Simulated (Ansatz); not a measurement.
Start from HfB2 (space group P6/mmm, No. 191; a = 3.1278 Å, c = 3.4461 Å; relaxed with 0.1 eV smearing).

Level of theory: Ansatz (an electronic-structure program), PBEsol, PAW, cutoff 420 eV, no spin-orbit coupling.

For the base:

| Item | Value |
|---|---|
| Pressure | 0.0 GPa |
| Band gap | zero |

The change: the cell is scaled by 0.9750 in all directions; the atoms relax in the strained cell.

Question: What happens to the pressure?

Answer: The pressure (mean of the normal stresses, compression positive) goes from zero to 23.0 GPa.

Question: Predict the new energy relative to the base.

Answer: The energy rises by 48 meV/atom.

Question: How does this affect the band gap?

Answer: The band gap is still zero.

No phonon test of stability was made. The final runs are not spin-polarised.
